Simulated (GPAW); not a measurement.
**Input and output of a self-consistent single point for Ca₂GaCu₂ (Immm, 5 atoms in the cell) (GPAW)**

Computed with PBEsol, GPAW PAW datasets PBEsol (made by gpaw-setup) (plane waves; GPAW).

This input was run:

```python
from ase import Atoms
from ase.units import GPa
from gpaw import GPAW, PW, FermiDirac

atoms = Atoms(['Ca', 'Ca', 'Ga', 'Cu', 'Cu'],
              cell=[[-2.186862, 2.728648, 4.580241],
                    [2.186862, -2.728648, 4.580241],
                    [2.186862, 2.728648, -4.580241]],
              scaled_positions=[[0.305490, 0.805490, 0.500000],
                                [0.694510, 0.194510, 0.500000],
                                [0.000000, 0.000000, 0.000000],
                                [0.746470, 0.500000, 0.246470],
                                [0.253530, 0.500000, 0.753530]],
              pbc=True)

calc = GPAW(mode=PW(850),
            xc='PBEsol',
            kpts=(5, 5, 5),
            occupations=FermiDirac(0.1),
            nbands=-11,
            convergence={'density': 1e-05, 'energy': 1e-05},
            symmetry={'symmorphic': False, 'tolerance': 0.0005},
            maxiter=120,
            txt='-')

atoms.calc = calc

energy = atoms.get_potential_energy()
print('Energy (eV):', round(energy, 6))
forces = atoms.get_forces()
print('Forces (eV/Ang):')
print(forces.round(5))
stress = atoms.get_stress()
print('Stress (GPa, Voigt):', (stress / GPa).round(4))
```

Output, abridged:

```
Input parameters:
  convergence: {density: 1e-05,
                energy: 1e-05}
  kpts: [5 5 5]
  maxiter: 120
  mode: {ecut: 850.0,
         name: pw}
  nbands: -11
  occupations: {fixmagmom: False,
                name: fermi-dirac,
                width: 0.1}
  symmetry: {symmorphic: False,
             tolerance: 0.0005}
  xc: PBEsol

species:
  Ca:
    name: Calcium
    Z: 20.0
    valence: 10
    core: 10
    charge: 0.0
    file: Ca.PBEsol.gz

    # Using partial waves for Ca as LCAO basis

  Ga:
    name: Gallium
    Z: 31.0
    valence: 3
    core: 28
    charge: 0.0
    file: Ga.PBEsol.gz

    # Using partial waves for Ga as LCAO basis

  Cu:
    name: Copper
    Z: 29.0
    valence: 11
    core: 18
    charge: 0.0
    file: Cu.PBEsol.gz

    # Using partial waves for Cu as LCAO basis

Reference energy: -179788.501532  # eV

Spin-paired calculation

Convergence criteria:
 Maximum [total energy] change in last 3 cyles: 1e-05 eV / valence electron
 Maximum integral of absolute [dens]ity change: 1e-05 electrons / valence electron
 Maximum integral of absolute [eigenst]ate change: 4e-08 eV^2 / valence electron
 Maximum number of scf [iter]ations: 120

Symmetries present (total): 8
Symmetries with fractional translations: 0
125 k-points: 5 x 5 x 5 Monkhorst-Pack grid
27 k-points in the irreducible part of the Brillouin zone
       k-points in crystal coordinates                weights
   0:     0.00000000    0.00000000    0.00000000          1/125
   1:     0.20000000   -0.20000000   -0.20000000          2/125
   2:     0.20000000   -0.20000000    0.00000000          4/125
   [... 7 lines left out ...]
          ...
  26:     0.40000000    0.40000000    0.40000000          8/125

Wave functions: Plane wave expansion
  Cutoff energy: 850.000 eV
  Number of coefficients (min, max): 6136, 6183
  Pulay-stress correction: 0.000000 eV/Ang^3 (de/decut=0.000000)

Occupation numbers: Fermi-Dirac:
  width: 0.1000  # eV

Eigensolver

Densities:
  Coarse grid: 40*40*40 grid
  Fine grid: 80*80*80 grid
  Total Charge: 0.000000

Density mixing:
  Method: separate
  Backend: pulay
  Linear mixing parameter: 0.05
  old densities: 5
  Damping of long wavelength oscillations: 50

Hamiltonian:
  XC and Coulomb potentials evaluated on a 80*80*80 grid
  External potential:
    NoExternalPotential

XC parameters: PBEsol with 2 nearest neighbor stencil

Number of atoms: 5
Number of atomic orbitals: 32
Number of bands in calculation: 33
Number of valence electrons: 45
Bands to converge: occupied

Density initialized from atomic densities
  32 bands from LCAO basis set
  1 band from random numbers

Atomic positions and initial magnetic moments

Positions:
   0 Ca     2.186862   -0.000000    2.798436    ( 0.0000,  0.0000,  0.0000)
   1 Ca     0.000000    2.728648    1.781805    ( 0.0000,  0.0000,  0.0000)
   2 Ga     0.000000    0.000000    0.000000    ( 0.0000,  0.0000,  0.0000)
   3 Cu     0.000000    1.345060    4.580241    ( 0.0000,  0.0000,  0.0000)
   4 Cu     2.186862    1.383588   -0.000000    ( 0.0000,  0.0000,  0.0000)

Unit cell:
           periodic     x           y           z      points  spacing
  1. axis:    yes   -2.186862    2.728648    4.580241    40     0.1172
  2. axis:    yes    2.186862   -2.728648    4.580241    40     0.0987
  3. axis:    yes    2.186862    2.728648   -4.580241    40     0.0853

  Lengths:   5.762508   5.762508   5.762508
  Angles:  135.394777 123.474267  74.720707

Effective grid spacing dv^(1/3) = 0.1195

     iter     time        total  log10-change:
                         energy   eigst   dens
iter:   1 --:--:--   -20.603457
iter:   2 --:--:--   -18.802714   -0.67  -1.16
iter:   3 --:--:--   -17.786808   -0.92  -1.30
iter:   4 --:--:--   -17.903255   -1.43  -1.49
iter:   5 --:--:--   -17.958163   -2.04  -1.64
iter:   6 --:--:--   -17.806357   -1.24  -1.87
   [... 4 lines left out ...]
iter:  11 --:--:--   -17.700348   -2.65  -2.82
iter:  12 --:--:--   -17.679226   -3.01  -2.46
iter:  13 --:--:--   -17.678922   -4.29  -3.01
iter:  14 --:--:--   -17.678078   -3.95  -3.10
iter:  15 --:--:--   -17.678102   -4.90  -3.40
iter:  16 --:--:--   -17.678023c  -5.18  -3.43
iter:  17 --:--:--   -17.678026c  -6.26  -3.97
iter:  18 --:--:--   -17.678037c  -6.46  -4.12
iter:  19 --:--:--   -17.678027c  -6.56  -4.39
iter:  20 --:--:--   -17.678031c  -7.40  -4.64
iter:  21 --:--:--   -17.678032c  -8.12c -4.73
iter:  22 --:--:--   -17.678032c  -9.19c -4.78
iter:  23 --:--:--   -17.678032c  -8.93c -4.82
iter:  24 --:--:--   -17.678033c  -8.00c -4.88
iter:  25 --:--:--   -17.678032c  -8.05c -5.15c

Converged after 25 iterations.

Dipole moment: (-0.000000, -0.000000, 0.000000) |e|*Ang

Energy contributions relative to reference atoms: (reference = -179788.501532)

Kinetic:        -25.778969
Potential:      +25.629149
External:        +0.000000
XC:             -16.540444
Entropy (-ST):   -0.078201
Local:           -0.948667
SIC:             +0.000000
--------------------------
Free energy:    -17.717132
Extrapolated:   -17.678032

Showing only first 2 kpts
 Kpt  Band  Eigenvalues  Occupancy
  0    20      4.57352    1.99930
  0    21      4.78402    1.99429
  0    22      5.01342    1.94481
  0    23      5.70729    0.06608

  1    20      4.55873    1.99940
  1    21      4.77545    1.99476
  1    22      5.23147    1.59854
  1    23      5.76701    0.03691

Fermi level: 5.36964

No gap
No difference between direct/indirect transitions
Energy (eV): -17.678032

Forces in eV/Ang:
  0 Ca    0.00000    0.00000    0.03157
  1 Ca    0.00000    0.00000   -0.03157
  2 Ga    0.00000    0.00000    0.00000
  3 Cu    0.00000    0.01796    0.00000
  4 Cu    0.00000   -0.01796    0.00000

Stress tensor:
     0.034198     0.000000    -0.000000
     0.000000     0.023207     0.000000
    -0.000000     0.000000     0.018850
Stress (GPa, Voigt): [ 5.4791  3.7182  3.0201  0.     -0.      0.    ]
```

The run converged in 25 iterations. GPAW prints stress with tension positive.

The starting cell comes from a database of computed structures (which also holds hypothetical and non-ambient phases and stackings), without a prior relaxation at this level. Its lattice was rescaled by a random factor within 2.5 % of one. Spin polarisation is off. With a pressure of about -4 GPa the cell is away from its equilibrium volume at this level.

Cost on one core of a shared machine: roughly 4 min.
